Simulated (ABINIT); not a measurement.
Worked example: self-consistent single point of MnO (Fm-3m, 4 atoms in the cell) in ABINIT.

Computed with PBE, PAW (JTH v2.0 PBE PAW) (plane waves; ABINIT).

The change in words: lattice scaled by 0.98. Reference geometry:
```yaml
crystal:
  lattice:
    - [4.39560, 2.19780, 2.19780]
    - [2.19780, 4.39560, 2.19780]
    - [2.19780, 2.19780, 4.39560]
  atoms:
    - { symbol: Mn, position: [0.00000, 0.00000, 0.00000], spin: 5.0 }
    - { symbol: Mn, position: [0.50000, 0.50000, 0.50000], spin: -5.0 }
    - { symbol: O, position: [0.25000, 0.25000, 0.25000] }
    - { symbol: O, position: [0.75000, 0.75000, 0.75000] }
```
(The spins are starting values, not results.)

Reference input (self-consistent single point, DFT, PBE, plane waves, PAW (JTH v2.0 PBE PAW)): pseudos = [Mn.GGA_PBE-JTH.xml, O.GGA_PBE-JTH.xml]; ecut = 816 eV; pawecutdg = 1633 eV; pawxcdev = 0; nsppol = 2; occopt = 3; tsmear = 0.01 eV; ngkpt = 7 7 7; nshiftk = 1; shiftk = 0 0 0; potentials = JTH v2.0 PBE PAW; nband = 28. This run's input differs from it in these lines:

```diff
@@ -3,3 +3,3 @@
 pseudos "Mn.GGA_PBE-JTH.xml, O.GGA_PBE-JTH.xml"
-acell 5.3834885567 5.3834885567 5.3834885567 Angstrom
+acell 5.2758187856 5.2758187856 5.2758187856 Angstrom
 rprim
@@ -14,5 +14,5 @@
          0.0000000000    0.0000000000    0.0000000000
-         8.3064801534    8.3064801534    8.3064801534
-         4.1532400767    4.1532400767    4.1532400767
-        12.4597202301   12.4597202301   12.4597202301
+         8.1403505503    8.1403505503    8.1403505503
+         4.0701752752    4.0701752752    4.0701752752
+        12.2105258255   12.2105258255   12.2105258255
 chkprim 0
```

Log, with long lists cut:

```
--- !BeginCycle
solver: {iscf: 17, nstep: 50, nline: 4, wfoptalg: 10, }
tolerances: {toldfe: 1.00E-09, }
...

     iter   Etot(hartree)     deltaE(h) residm    nres2    magn
 ETOT  1  -214.99669964521    -2.15E+02 2.00E+01 1.04E+04 0.183
 ETOT  2  -257.19598294009    -4.22E+01 6.65E-01 3.48E+04 0.124
 ETOT  3  -242.62883618664     1.46E+01 7.10E-01 2.22E+03 0.000
 ETOT  4  -242.42023960517     2.09E-01 8.44E-02 1.37E+03 0.023
 ETOT  5  -242.23246291491     1.88E-01 4.53E-02 7.66E+02 0.000
   [... 14 lines left out ...]
 ETOT 20  -241.96560736046     2.90E-09 2.35E-06 1.04E-05 0.000
 ETOT 21  -241.96560736222    -1.76E-09 7.19E-07 1.57E-06 0.000
 ETOT 22  -241.96560736227    -5.71E-11 6.96E-07 9.46E-08 0.000
 ETOT 23  -241.96560736229    -1.51E-11 2.60E-07 6.17E-09 0.000
 At SCF step   23, etot is converged :
  for the second time, diff in etot=  1.512E-11 < toldfe=  1.000E-09

 Cartesian components of stress tensor (hartree/bohr^3)
  sigma(1 1)= -5.44369068E-04  sigma(3 2)=  8.80935072E-05
  sigma(2 2)= -5.44369068E-04  sigma(3 1)=  8.80935072E-05
  sigma(3 3)= -5.44369068E-04  sigma(2 1)=  8.80935072E-05

 Integrated electronic and magnetization densities in atomic spheres:
 Radius=ratsph(iatom), smearing ratsm=  0.0000. Diff(up-dn)=approximate z local magnetic moment.
 Atom    Radius    up_density   dn_density  Total(up+dn)  Diff(up-dn)
    1   2.11192     8.634547     4.476508     13.111055     4.158039
    2   2.11192     4.476508     8.634548     13.111056    -4.158039
    3   1.41465     2.281959     2.281958      4.563917     0.000001
   [... lines left out ...]
 Total magnetization (from the atomic spheres):             0.000001
 Total magnetization (exact up - dn):                      -0.000000
 Fermi (or HOMO) energy (hartree) =   0.32093   Average Vxc (hartree)=  -0.43926
 Fermi (or HOMO) energy (eV) =   8.73293   Average Vxc (eV)= -11.95284
   [... lines left out ...]
'-kT*entropy'       :  6.58556284854681E-16
total_energy        : -2.41965602232916E+02
total_energy_eV     : -6.58421888327595E+03
...

-Cartesian components of stress tensor (GPa)         [Pressure=  1.6016E+01 GPa]
- sigma(1 1)= -1.60158882E+01  sigma(3 2)=  2.59180003E+00
- sigma(2 2)= -1.60158882E+01  sigma(3 1)=  2.59180003E+00
- sigma(3 3)= -1.60158882E+01  sigma(2 1)=  2.59180003E+00

 Calculation completed.
```

The run converged in 23 iterations. Against the reference run the free energy goes up by 41.5 meV/atom, the pressure goes from 4.44 to 16.02 GPa and the gap on the mesh goes from 0.974 to 1.022 eV.

The starting cell has typed, rounded lattice constants, without a prior relaxation at this level. Its lattice was rescaled by a random factor within 2.5 % of one. For this run, on top of that: lattice scaled by 0.98. The magnetic order is the one reached from the typed start; others were not searched systematically. With a pressure of about 16 GPa the cell is away from its equilibrium volume at this level.

Cost on one core of a shared machine: roughly 7 min.
